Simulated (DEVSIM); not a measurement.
Structure: Al/Al2O3/SiO2/p-Si capacitor, at 300 K.

```
layer (left to right)  material  thickness (nm)  Na (cm⁻³)
---------------------  --------  --------------  ---------
1                         Al2O3            4.50          -
2                          SiO2            1.50          -
3                            Si            5000     1.3e16
```

Metal gate on the left, work function 4.1 eV. Fixed charge at the semiconductor interface 1.6e10 cm⁻² (in units of +e); no interface traps.

The device is made up for the run: typed textbook-type constants, with dimensions and the other settings drawn at random. Values at 300 K.

```csv
parameter,Al2O3,SiO2,Si
gap (eV),6.8,9,1.124
affinity (eV),1.35,0.9,4.05
permittivity,9,3.9,11.7
Nc (cm⁻³),-,-,2.86e19
Nv (cm⁻³),-,-,3.1e19
```

DEVSIM, 1D Poisson equation in equilibrium, Boltzmann statistics, complete ionisation; no quantum confinement or tunnelling. Metal contacts follow the ideal Schottky-Mott rule: no Fermi-level pinning, no interface dipoles.

### Question
Tabulate band edges, carrier densities and field at -0.4 V on the gate.

### Answer
Energies count from the Fermi level of the right contact; mesh points crowd at the junctions.

```tsv
x (μm)	Ec (eV)	Ev (eV)	n (cm⁻³)	p (cm⁻³)	field (V/cm)
0.000	3.150	-3.650	< 1e2	< 1e2	49000
0.001219	3.156	-3.644	< 1e2	< 1e2	49000
0.002949	3.165	-3.635	< 1e2	< 1e2	49000
0.004277	3.171	-3.629	< 1e2	< 1e2	49000
0.005353	3.632	-5.368	< 1e2	< 1e2	110000
0.006214	0.490	-0.634	1.7e11	7.0e8	40000
0.008157	0.498	-0.626	1.2e11	9.4e8	40000
0.01534	0.526	-0.598	4.1e10	2.8e9	39000
0.02934	0.578	-0.546	5.5e9	2.1e10	36000
0.06199	0.685	-0.439	9.0e7	1.3e12	29000
0.1428	0.855	-0.269	120000	9.6e14	13000
0.4414	0.923	-0.201	9000	1.3e16	≈ 0
1.023	0.923	-0.201	8900	1.3e16	≈ 0
2.381	0.923	-0.201	8900	1.3e16	≈ 0
4.162	0.923	-0.201	8900	1.3e16	≈ 0
4.657	0.923	-0.201	8900	1.3e16	≈ 0
4.857	0.923	-0.201	8900	1.3e16	≈ 0
4.945	0.923	-0.201	8900	1.3e16	≈ 0
4.987	0.923	-0.201	8900	1.3e16	≈ 0
4.999	0.923	-0.201	8900	1.3e16	≈ 0
5.003	0.923	-0.201	8900	1.3e16	≈ 0
5.006	0.923	-0.201	8900	1.3e16	≈ 0
```
